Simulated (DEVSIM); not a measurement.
Device: Schottky contact on p-type Ge, at 400 K.

```
layer (left to right)  material  thickness (μm)  Na (cm⁻³)  τn (s)  τp (s)
---------------------  --------  --------------  ---------  ------  ------
1                            Ge           0.390     4.6e15  5.8e-7  5.8e-7
```

Left contact: Schottky, work function 4.374 eV, emission velocity 1.6e6 cm/s. Right contact: ohmic. Voltage is applied to the left contact. Recombination: SRH at mid-gap, radiative. Mobility is constant in doping.

This is a model device: material constants are rounded textbook-type values typed into the input, and sizes, dopings and lifetimes were drawn at random. Values at 300 K; Nc and Nv go as T^1.5, mobilities as T to minus their exponent, the gap by Varshni's rule with the affinity fixed.

```tsv
parameter	Ge
gap (eV)	0.664
affinity (eV)	4
permittivity	16
Nc (cm⁻³)	1.04e19
Nv (cm⁻³)	6e18
μn (cm²/Vs)	3900
μp (cm²/Vs)	1900
T exponent of μn	1.66
T exponent of μp	2.33
B (cm³/s)	6.4e-14
Varshni α (eV/K)	0.000477
Varshni β (K)	235
```

Model (solved in DEVSIM): 1D drift-diffusion, Boltzmann statistics, complete ionisation; no tunnelling, impact ionisation, image-force lowering or self-heating. Metal contacts follow the ideal Schottky-Mott rule: no Fermi-level pinning, no interface dipoles.

The temperature was swept, all else fixed.

| temperature (K) | largest field in the device at zero bias (V/cm) | potential step across the device at zero bias (V) |
|---|---|---|
| 250 | 12000 | 0.160 |
| 300 | 9100 | 0.105 |
| 350 | 4900 | 0.047 |
| 400 | 1300 | 0.009 |
| 450 | 10000 | 0.047 |
| 500 | 24000 | 0.066 |

From the first row to the last the largest field in the device at zero bias goes from 12000 to 24000. From the first row to the last the potential step across the device at zero bias goes from 0.160 to 0.066.
